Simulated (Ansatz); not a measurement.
The decay constant κ of evanescent states in the gap governs leakage through a thin film.

```xyz
2
Lattice="3.2688 0.0000 0.0000 -1.6344 2.8309 0.0000 1.6344 -0.9436 2.6690" Properties=species:S:1:pos:R:3 pbc="T T T"
B      0.0000     0.0000     0.0000
P      0.0000     1.8872     0.6672
```

The cell is strained (all lengths scaled by 1.02); by r2SCAN it stands under a pressure of -8.6 GPa.

Transport runs along the normal of the first two printed cell vectors, the (111) plane of the conventional cell.

The gap is the functional's own, uncorrected, and κ follows it; spin-orbit coupling is left out. Mid-gap means the computed energy nearest the middle.

Compute, with r2SCAN (Ansatz, a quantum-chemistry and plane-wave program), the band gap and the smallest decay constant κ at mid-gap.

Gap 1.49 eV on a 12×12×12 mesh; κ = 0.143 1/Å, at the zone centre.
